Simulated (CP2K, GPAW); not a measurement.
A GPAW input for a self-consistent single point of Cu2WSe4 (I-42m, 7 atoms in the cell) (DFT PBEsol, plane waves, GPAW PAW datasets PBEsol (made by gpaw-setup)):

```python
from ase import Atoms
from ase.units import GPa
from gpaw import GPAW

atoms = Atoms(['Cu', 'Cu', 'W', 'Se', 'Se', 'Se', 'Se'],
              cell=[[-2.780055, 2.780055, 5.606765],
                    [2.780055, -2.780055, 5.606765],
                    [2.780055, 2.780055, -5.606765]],
              scaled_positions=[[0.000000, 0.500000, 0.500000],
                                [0.500000, 0.000000, 0.500000],
                                [0.000000, 0.000000, 0.000000],
                                [0.882870, 0.367330, 0.000000],
                                [0.632670, 0.632670, 0.515540],
                                [0.367330, 0.882870, 0.000000],
                                [0.117130, 0.117130, 0.484460]],
              pbc=True)

calc = GPAW(mode={'name': 'pw', 'ecut': 850},
            xc='PBEsol',
            kpts=(3, 3, 3),
            occupations={'name': 'fermi-dirac', 'width': 0.01},
            nbands=-8,
            convergence={'bands': -6},
            symmetry={'symmorphic': False, 'tolerance': 0.0005},
            maxiter=120)

atoms.calc = calc

energy = atoms.get_potential_energy()
print('Energy (eV):', round(energy, 6))
forces = atoms.get_forces()
print('Forces (eV/Ang):')
print(forces.round(5))
stress = atoms.get_stress()
print('Stress (GPa, Voigt):', (stress / GPa).round(4))
```

Problem. Write the same calculation as an input for CP2K.

Solution. This is the input that was run; spellings and numerical settings could be chosen otherwise.

```
&GLOBAL
  PROJECT cu2wse4
  RUN_TYPE ENERGY_FORCE
  PRINT_LEVEL LOW
&END GLOBAL
&FORCE_EVAL
  METHOD Quickstep
  STRESS_TENSOR ANALYTICAL
  &DFT
    BASIS_SET_FILE_NAME BASIS_MOLOPT
    POTENTIAL_FILE_NAME GTH_POTENTIALS
    &QS
      METHOD GPW
      EPS_DEFAULT 1E-10
    &END QS
    &MGRID
      CUTOFF 600
      REL_CUTOFF 50
      NGRIDS 5
    &END MGRID
    &SCF
      SCF_GUESS ATOMIC
      EPS_SCF 1E-7
      MAX_SCF 100
      ADDED_MOS 11
      &DIAGONALIZATION
        ALGORITHM STANDARD
      &END DIAGONALIZATION
      &MIXING
        METHOD BROYDEN_MIXING
        ALPHA 0.3
        NBUFFER 12
      &END MIXING
      &SMEAR ON
        METHOD FERMI_DIRAC
        ELECTRONIC_TEMPERATURE [K] 116.05
      &END SMEAR
    &END SCF
    &KPOINTS
      SCHEME MONKHORST-PACK 3 3 3
    &END KPOINTS
    &XC
      &XC_FUNCTIONAL
        &PBE
          PARAMETRIZATION PBESOL
        &END PBE
      &END XC_FUNCTIONAL
    &END XC
    &PRINT
      &MO
        EIGENVALUES T
        OCCUPATION_NUMBERS T
        NDIGITS 8
        FILENAME mo
        &EACH
          QS_SCF 0
        &END EACH
        ADD_LAST NUMERIC
      &END MO
      &MULLIKEN OFF
      &END MULLIKEN
    &END PRINT
  &END DFT
  &SUBSYS
    &CELL
      A 6.84786300 0.00000000 0.00000000
      B 2.33334100 6.43807000 0.00000000
      C -4.59060200 -3.21903500 3.93159100
      PERIODIC XYZ
    &END CELL
    &COORD
      Cu      -1.12863050     1.60951750     1.96579550
      Cu       1.12863050    -1.60951750     1.96579550
      W        0.00000000     0.00000000     0.00000000
      Se       6.90287896     2.36489625     0.00000000
      Se       3.44203338     2.41363244     2.02689242
      Se       4.57546228     5.68397886     0.00000000
      Se      -1.14856862    -0.80540256     1.90469858
    &END COORD
    &KIND Cu
      BASIS_SET DZVP-MOLOPT-SR-GTH-q11
      POTENTIAL GTH-PBE-q11
    &END KIND
    &KIND W
      BASIS_SET DZVP-MOLOPT-SR-GTH-q14
      POTENTIAL GTH-PBE-q14
    &END KIND
    &KIND Se
      BASIS_SET DZVP-MOLOPT-SR-GTH-q6
      POTENTIAL GTH-PBE-q6
    &END KIND
  &END SUBSYS
  &PRINT
    &FORCES ON
    &END FORCES
    &STRESS_TENSOR ON
    &END STRESS_TENSOR
  &END PRINT
&END FORCE_EVAL
```

Basis, cutoffs, solver keys and any potentials are the target program's own. This input uses DFT PBEsol, GPW, DZVP-MOLOPT-SR-GTH basis, GTH-PBE potentials (GTH_POTENTIALS).

The starting cell comes from a database of computed structures (which also holds hypothetical and non-ambient phases and stackings), without a prior relaxation at this level.
